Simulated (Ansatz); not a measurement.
Several settings converged on Ge2W (I4mm, 3 atoms in the cell)

```
CELL_PARAMETERS angstrom
     -1.67060     1.67060     4.10924
      1.67060    -1.67060     4.10924
      1.67060     1.67060    -4.10924
ATOMIC_POSITIONS crystal
  Ge 0.34367 0.34367 0.00000
  Ge 0.66241 0.66241 0.00000
  W  0.00000 0.00000 0.00000
```

Base method: PBEsol, PAW files made with PBE (plane waves; Ansatz, an electronic-structure program).

Base settings: basis.ecutwfc = 420 eV; kpoints.mp_grid.grid = 8 8 8; hamiltonian.xc = pbesol; hamiltonian.pseudopotentials = {kind: paw} (the program's default PAW files); scf.occupations.method = gaussian; scf.occupations.width = 0.1 eV.

The count of work is k-points × plane waves × bands × iterations; it is no time. 

**The cutoff for other potential files**

Level: DFT, PBEsol, plane waves, harder PAW files (source: ansatz) made with PBE.

In this ladder: hamiltonian.pseudopotentials = {kind: paw, source: ansatz}.

The second cell is the first with its lattice scaled by 0.98.

The mesh stays at the base's, so the ladder's end is converged at best in this setting alone.

The first pressure column holds Ansatz's estimate of the finite-basis (Pulay) stress, which hides part of the cutoff error; the other is without it.

Only quantities that move along the ladder and can be compared are tabulated.

| basis.ecutwfc | free energy less the last step's (meV/atom) | energy of the compressed cell less the first (meV/atom) | pressure (GPa) | pressure without the Pulay estimate (GPa) | largest difference of a force vector from the last step's (eV/Å) | count of work / last |
|---|---|---|---|---|---|---|
| 370 eV | 29468.27 | -46.19 | -14.17 | -1712.76 | 0.556 | 0.11 |
| 450 eV | 5136.32 | 22.77 | -3.48 | -355.02 | 0.081 | 0.15 |
| 575 eV | 267.47 | 12.07 | -3.75 | -32.26 | 0.001 | 0.22 |
| 695 eV | 6.14 | 11.22 | -3.82 | -4.88 | 0.000 | 0.28 |
| 820 eV | 0.64 | 11.10 | -3.83 | -3.84 | 0.000 | 0.35 |
| 985 eV | 0.41 | 11.09 | -3.83 | -3.84 | 0.000 | 0.47 |
| 1230 eV | 0.19 | 11.09 | -3.83 | -3.83 | 0.000 | 0.66 |
| 1640 eV | 0.00 | 11.09 | -3.83 | -3.83 | 0.000 | 1.0 |

Coarsest basis.ecutwfc that holds the free energy within 1 meV/atom of the last step, with all finer ones: 820 eV, at 0.35 of the last step's count of work; the step before is off by 6.1 meV/atom.

Coarsest basis.ecutwfc that holds the forces within 0.01 eV/Å of the last step, with all finer ones: 575 eV, at 0.22 of the last step's count of work; the step before is off by 0.081 eV/Å.

Coarsest basis.ecutwfc that holds the pressure without the Pulay estimate within 0.5 GPa of the last step, with all finer ones: 820 eV, at 0.35 of the last step's count of work; the step before is off by 1.1 GPa.

The energy difference between the two cells stays within 1 meV/atom of the last step's from 575 eV on, the total only from 820 eV on: much of the error is common to both cells and cancels.

At the lowest cutoff the pressure without the Pulay estimate lies 1710 GPa under the last step's, the usual sign of Pulay stress in an incomplete plane-wave basis.

**The density cutoff**

The mesh stays at the base's, so the ladder's end is converged at best in this setting alone.

Only quantities that move along the ladder and can be compared are tabulated.

| basis.ecutrho_ratio | free energy less the last step's (meV/atom) | pressure (GPa) |
|---|---|---|
| 2 | -2.67 | -3.71 |
| 3 | -0.01 | -3.92 |
| 4 | 0.00 | -3.92 |
| 5 | 0.00 | -3.92 |
| 6 | 0.00 | -3.92 |
| 8 | 0.00 | -3.92 |
| 10 | 0.00 | -3.92 |
| 12 | 0.00 | -3.92 |
| 16 | 0.00 | -3.92 |

Coarsest basis.ecutrho_ratio that holds the free energy within 2 meV/atom of the last step, with all finer ones: 3; the step before is off by 2.7 meV/atom.

Coarsest basis.ecutrho_ratio that holds the pressure within 0.05 GPa of the last step, with all finer ones: 3; the step before is off by 0.21 GPa.

**The relaxed cell against the cutoff**

On Ge2W (I4/mmm, 3 atoms in the cell): atoms on their sites.

In this ladder: relax = cell and atoms.

The mesh stays at the base's, so the ladder's end is converged at best in this setting alone.

Only quantities that move along the ladder and can be compared are tabulated.

```csv
basis.ecutwfc,relaxed volume (Å³/atom),relaxation steps
210 eV,14.618,41
250 eV,15.042,19
295 eV,14.998,9
355 eV,14.923,5
420 eV,14.909,5
505 eV,14.908,5
630 eV,14.908,5
840 eV,14.907,5
```

Coarsest basis.ecutwfc that holds the relaxed volume within 0.03 Å³/atom of the last step, with all finer ones: 355 eV; the step before is off by 0.090 Å³/atom.

At the lowest cutoff the cell relaxes to a volume 1.9 % smaller than at the highest. Ansatz relaxes on a stress corrected for the finite basis.

On the base run: the starting cell comes from a database of computed structures (which also holds hypothetical and non-ambient phases and stackings), without a prior relaxation at this level. Its lattice was rescaled by up to half a per cent. One atom was moved a little off its site on purpose. Spin polarisation is off.

Keys are those of Ansatz 0.2.
